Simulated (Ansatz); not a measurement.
System: WCl4 (C2/m, No. 12; cell taken from a computed entry). Method: r²SCAN+rVV10 (PAW; Ansatz, a quantum-chemistry and plane-wave program).

Run with plane-wave cutoff 500 eV, 8×8×6 k mesh (along the axes of the cell as run), Fermi–Dirac smearing 0.05 eV, no spin polarisation, scalar-relativistic PAW data made under PBE.

Computed at the level's own relaxed cell.

Problem. Give the computed equilibrium volume per atom and band gap.

Solution. 
- equilibrium volume per atom = 22.99 Å³/atom
- band gap = 0.38 eV (on the SCF k mesh)

Note: the relaxation could not lower the start's symmetry, so the cell can be a saddle point above a distorted one.

Spin–orbit coupling is not included.

The computed numbers hold no vibrational or temperature effects.

The result took about 11 core-minutes (a rough figure).
